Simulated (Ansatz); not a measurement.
# Point defects in GaP

Start from a 16-atom supercell of GaP in the zinc blende structure (space group F-43m, No. 216) at its relaxed geometry.

```yaml
crystal:
  lattice:
    - [0.00000, 5.45138, 5.45138]
    - [5.45138, 0.00000, 5.45138]
    - [5.45138, 5.45138, 0.00000]
  atoms:
    - { symbol: P, position: [0.37500, 0.37500, 0.37500] }
    - { symbol: P, position: [0.37500, 0.37500, 0.87500] }
    - { symbol: P, position: [0.37500, 0.87500, 0.37500] }
    - { symbol: P, position: [0.37500, 0.87500, 0.87500] }
    - { symbol: P, position: [0.87500, 0.37500, 0.37500] }
    - { symbol: P, position: [0.87500, 0.37500, 0.87500] }
    - { symbol: P, position: [0.87500, 0.87500, 0.37500] }
    - { symbol: P, position: [0.87500, 0.87500, 0.87500] }
    - { symbol: Ga, position: [0.00000, 0.00000, 0.00000] }
    - { symbol: Ga, position: [0.00000, 0.00000, 0.50000] }
    - { symbol: Ga, position: [0.00000, 0.50000, 0.00000] }
    - { symbol: Ga, position: [0.00000, 0.50000, 0.50000] }
    - { symbol: Ga, position: [0.50000, 0.00000, 0.00000] }
    - { symbol: Ga, position: [0.50000, 0.00000, 0.50000] }
    - { symbol: Ga, position: [0.50000, 0.50000, 0.00000] }
    - { symbol: Ga, position: [0.50000, 0.50000, 0.50000] }
```

One neutral defect a cell, atoms relaxed at fixed cell.

Method: Kohn–Sham DFT with the r2SCAN functional, run in Ansatz (a program for electronic structure) with PAW and 500 eV plane waves, no spin-orbit coupling.

```tsv
change	largest displacement of a host atom from its site in the perfect cell	pressure
perfect supercell	–	0.0 GPa
P on a Ga site (antisite)	0.01 Å	0.1 GPa
H interstitial (started 2.36 Å from the nearest host atom), symmetric start	0.01 Å	0.6 GPa
Ge on a Ga site, symmetric start	0.03 Å	0.6 GPa
P interstitial (started 2.23 Å from the nearest host atom), symmetric start	0.28 Å	4.9 GPa
```

The magnetic state is the one reached from the starting moments; the real material's order can differ, and small cells can't hold many antiferromagnetic ones. In so small a cell the defect repeats every few ångströms: this is an ordered compound, not a dilute defect. The mesh was chosen for an insulator and is coarse for the gapless case. Defects with a symmetric start kept the site's symmetry and may sit on a saddle; the others started slightly shaken. Seeded moments were not kept for P on a Ga site (antisite), Ge on a Ga site and P interstitial (started 2.23 Å from the nearest host atom).
